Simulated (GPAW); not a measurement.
## Worked example: self-consistent single point of TiPt3 (P6_3/mmc, 8 atoms in the cell) in GPAW

Method: LDA (Perdew-Wang 92), GPAW PAW datasets LDA (gpaw-data 1.0.1) (plane waves; GPAW).

Input as run:

```python
from ase import Atoms
from ase.units import GPa
from gpaw import GPAW

atoms = Atoms(['Ti', 'Ti', 'Pt', 'Pt', 'Pt', 'Pt', 'Pt', 'Pt'],
              cell=[[5.669547, 0.000000, 0.000000],
                    [-2.834774, 4.909972, 0.000000],
                    [0.000000, 0.000000, 4.568032]],
              scaled_positions=[[0.333333, 0.666667, 0.750000],
                                [0.666667, 0.333333, 0.250000],
                                [0.167205, 0.334410, 0.250000],
                                [0.832795, 0.665590, 0.750000],
                                [0.832795, 0.167205, 0.750000],
                                [0.167205, 0.832795, 0.250000],
                                [0.665590, 0.832795, 0.250000],
                                [0.334410, 0.167205, 0.750000]],
              pbc=True)

calc = GPAW(mode={'name': 'pw', 'ecut': 850},
            xc='LDA',
            kpts=(5, 5, 5),
            occupations={'name': 'methfessel-paxton', 'width': 0.1, 'order': 0},
            nbands=-12,
            convergence={'density': 1e-05, 'energy': 1e-05},
            symmetry={'symmorphic': False, 'tolerance': 0.0005},
            maxiter=120,
            txt='-')

atoms.calc = calc

energy = atoms.get_potential_energy()
print('Energy (eV):', round(energy, 6))
forces = atoms.get_forces()
print('Forces (eV/Ang):')
print(forces.round(5))
stress = atoms.get_stress()
print('Stress (GPa, Voigt):', (stress / GPa).round(4))
```

Output (repeated stretches shortened):

```
Input parameters:
  convergence: {density: 1e-05,
                energy: 1e-05}
  kpts: [5 5 5]
  maxiter: 120
  mode: {ecut: 850,
         name: pw}
  nbands: -12
  occupations: {name: methfessel-paxton,
                order: 0,
                width: 0.1}
  symmetry: {symmorphic: False,
             tolerance: 0.0005}

species:
  Ti:
    name: Titanium
    Z: 22.0
    valence: 12
    core: 10
    charge: 0.0
    file: Ti.LDA.gz

    # Using partial waves for Ti as LCAO basis

  Pt:
    name: Platinum
    Z: 78.0
    valence: 16
    core: 62
    charge: 0.0
    file: Pt.LDA.gz

    # Using partial waves for Pt as LCAO basis

Reference energy: -3046928.391331  # eV

Spin-paired calculation

Convergence criteria:
 Maximum [total energy] change in last 3 cyles: 1e-05 eV / valence electron
 Maximum integral of absolute [dens]ity change: 1e-05 electrons / valence electron
 Maximum integral of absolute [eigenst]ate change: 4e-08 eV^2 / valence electron
 Maximum number of scf [iter]ations: 120

Symmetries present (total): 24
Symmetries with fractional translations: 12
125 k-points: 5 x 5 x 5 Monkhorst-Pack grid
15 k-points in the irreducible part of the Brillouin zone
       k-points in crystal coordinates                weights
   0:     0.00000000    0.00000000    0.00000000          1/125
   1:     0.00000000    0.00000000    0.20000000          2/125
   2:     0.00000000    0.00000000    0.40000000          2/125
   [... 7 lines left out ...]
          ...
  14:     0.40000000    0.40000000    0.40000000         12/125

Wave functions: Plane wave expansion
  Cutoff energy: 850.000 eV
  Number of coefficients (min, max): 7132, 7186
  Pulay-stress correction: 0.000000 eV/Ang^3 (de/decut=0.000000)

Occupation numbers: Methfessel-Paxton:
  width: 0.1000  # eV
  order: 0

Eigensolver

Densities:
  Coarse grid: 40*40*32 grid
  Fine grid: 80*80*64 grid
  Total Charge: 0.000000

Density mixing:
  Method: separate
  Backend: pulay
  Linear mixing parameter: 0.05
  old densities: 5
  Damping of long wavelength oscillations: 50

Hamiltonian:
  XC and Coulomb potentials evaluated on a 80*80*64 grid
  External potential:
    NoExternalPotential

Number of atoms: 8
Number of atomic orbitals: 98
Number of bands in calculation: 72
Number of valence electrons: 120
Bands to converge: occupied

Density initialized from atomic densities
  72 bands from LCAO basis set

Atomic positions and initial magnetic moments

Positions:
   0 Ti    -0.000003    3.273316    3.426024    ( 0.0000,  0.0000,  0.0000)
   1 Ti     2.834776    1.636656    1.142008    ( 0.0000,  0.0000,  0.0000)
   2 Pt    -0.000000    1.641944    1.142008    ( 0.0000,  0.0000,  0.0000)
   3 Pt     2.834773    3.268028    3.426024    ( 0.0000,  0.0000,  0.0000)
   4 Pt     4.247582    0.820972    3.426024    ( 0.0000,  0.0000,  0.0000)
   5 Pt    -1.412809    4.089000    1.142008    ( 0.0000,  0.0000,  0.0000)
   6 Pt     1.412808    4.089000    1.142008    ( 0.0000,  0.0000,  0.0000)
   7 Pt     1.421965    0.820972    3.426024    ( 0.0000,  0.0000,  0.0000)

Unit cell:
           periodic     x           y           z      points  spacing
  1. axis:    yes    5.669547    0.000000    0.000000    40     0.1227
  2. axis:    yes   -2.834774    4.909972    0.000000    40     0.1227
  3. axis:    yes    0.000000    0.000000    4.568032    32     0.1428

  Lengths:   5.669547   5.669547   4.568032
  Angles:   90.000000  90.000000 120.000003

Effective grid spacing dv^(1/3) = 0.1354

     iter     time        total  log10-change:
                         energy   eigst   dens
iter:   1 --:--:--   -74.653468
iter:   2 --:--:--   -72.612575   -1.11  -1.29
iter:   3 --:--:--   -71.320811   -1.74  -1.39
iter:   4 --:--:--   -68.964575   -0.89  -1.46
iter:   5 --:--:--   -68.743852   -1.56  -1.92
iter:   6 --:--:--   -68.728434   -2.39  -2.18
   [... 10 lines left out ...]
iter:  17 --:--:--   -68.665359   -3.17  -2.64
iter:  18 --:--:--   -68.666075   -3.85  -3.15
iter:  19 --:--:--   -68.666626   -3.62  -3.19
iter:  20 --:--:--   -68.664704   -3.99  -3.01
iter:  21 --:--:--   -68.664634   -5.92  -3.63
iter:  22 --:--:--   -68.664595c  -6.38  -3.69
iter:  23 --:--:--   -68.664561c  -5.00  -3.72
iter:  24 --:--:--   -68.664481c  -5.54  -3.75
iter:  25 --:--:--   -68.664480c  -6.28  -3.97
iter:  26 --:--:--   -68.664473c  -6.60  -3.99
iter:  27 --:--:--   -68.664467c  -6.95  -4.13
iter:  28 --:--:--   -68.664466c  -6.02  -4.16
iter:  29 --:--:--   -68.664461c  -6.87  -4.30
iter:  30 --:--:--   -68.664462c  -7.21  -4.45
iter:  31 --:--:--   -68.664465c  -7.77c -4.47
iter:  32 --:--:--   -68.664464c  -7.53c -4.62
iter:  33 --:--:--   -68.664463c  -8.12c -4.65
iter:  34 --:--:--   -68.664464c  -7.44c -4.72
iter:  35 --:--:--   -68.664465c  -7.92c -4.79
iter:  36 --:--:--   -68.664465c  -7.15  -4.81
iter:  37 --:--:--   -68.664465c  -8.11c -5.02c

Converged after 37 iterations.

Dipole moment: (-0.000000, -0.000000, -0.000000) |e|*Ang

Energy contributions relative to reference atoms: (reference = -3046928.391331)

Kinetic:        -83.532155
Potential:      +60.392722
External:        +0.000000
XC:             -42.341830
Entropy (-ST):   -0.013484
Local:           -3.176461
SIC:             +0.000000
--------------------------
Free energy:    -68.671208
Extrapolated:   -68.664465

Showing only first 2 kpts
 Kpt  Band  Eigenvalues  Occupancy
  0    58     10.57181    1.61119
  0    59     10.63976    0.92093
  0    60     11.74580    0.00000
  0    61     11.74580    0.00000

  1    58     10.44162    1.99313
  1    59     10.61718    1.17420
  1    60     11.64887    0.00000
  1    61     11.64887    0.00000

Fermi level: 10.63274

No gap
No difference between direct/indirect transitions
Energy (eV): -68.664465

Forces in eV/Ang:
  0 Ti   -0.00000    0.00000   -0.00000
  1 Ti    0.00000    0.00000    0.00000
  2 Pt    0.00000   -0.06125    0.00000
  3 Pt   -0.00000    0.06125    0.00000
  4 Pt    0.05305   -0.03063    0.00000
  5 Pt   -0.05305    0.03063   -0.00000
  6 Pt    0.05305    0.03063   -0.00000
  7 Pt   -0.05305   -0.03063    0.00000

Stress tensor:
     0.126549     0.000000     0.000000
     0.000000     0.126549     0.000000
     0.000000     0.000000     0.128704
Stress (GPa, Voigt): [20.2753 20.2753 20.6207  0.      0.      0.    ]
```

The run converged in 37 iterations. GPAW prints stress with tension positive.

The starting cell comes from a database of computed structures (which also holds hypothetical and non-ambient phases and stackings), without a prior relaxation at this level. Its lattice was rescaled by a random factor within 2.5 % of one. Spin-orbit coupling is off. Spin polarisation is off. With a pressure of about -20 GPa the cell is away from its equilibrium volume at this level.

Cost on one core of a shared machine: roughly 4 min.
